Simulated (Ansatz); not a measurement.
**AlP (model structure, started from the h-BN type, P6₃/mmc, No. 194, 4 atoms in the cell): properties by level of theory**

```csv
level (code),lattice parameter a (Å),lattice parameter c (Å)
PBE (Ansatz),4.082,…
PBEsol (Ansatz),…,…
PBE-D3(BJ) (Ansatz),…,…
```

### Question
Fill in the missing entries.

### Answer

- PBE (Ansatz, a quantum-chemistry and plane-wave program), lattice parameter c (Å): 5.516
- PBEsol (Ansatz), lattice parameter a (Å): 4.063
- PBEsol (Ansatz), lattice parameter c (Å): 5.433
- PBE-D3(BJ) (Ansatz), lattice parameter a (Å): 4.046
- PBE-D3(BJ) (Ansatz), lattice parameter c (Å): 5.420

Ansatz's density-functional and Hartree–Fock values are scalar-relativistic unless marked +SOC, with PAW data made under PBE.

Static lattice: no zero-point or thermal effects.

A model structure was made by putting elements into a prototype or built by hand; it is no filed structure, need not be a known phase, and can be a saddle point held by its symmetry.
